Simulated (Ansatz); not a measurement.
Adsorption energy and surface dipole of H on the 1x1 (0001) surface of hcp Co, ferromagnetic, one in a 2x1 cell, started at the site 'top Co', worked from the runs' numbers; total energies count from the potentials' own zero.

Method: PBE (plane waves to 420 eV, PAW; Ansatz, a first-principles code).

Slab: 9 atoms, 6.0 Å thick at the start under the adsorbate (thin: gaps and levels are the slab's own); k 7x14x1, smearing 0.1 eV, dipole-corrected; 4 atoms held, the rest relaxed; start symmetry kept, larger cells not searched; spin-polarised, no spin-orbit, no U, no dispersion correction. At the end it is bonded to 3 Co. In PBE it is, or lies within 0.03 eV of, the lowest of the starts that converged.

```
quantity                                                            value
----------------------------------------------------------  -------------
slab with the adsorbate                                     -41022.714 eV
clean slab, same cell and mesh                              -41006.349 eV
reference, ½ H2(g)                                             -15.872 eV
area of the cell                                                 10.76 Å²
change of the step from the bottom to the top vacuum level      -0.040 eV
```

### Question
What is the adsorption energy against this reference?

### Answer
E(slab + adsorbate) − E(slab) − E(reference) = -0.49 eV, so in this state the adsorbate is more stable than in the reference, at a coverage of 9.29 a nm².
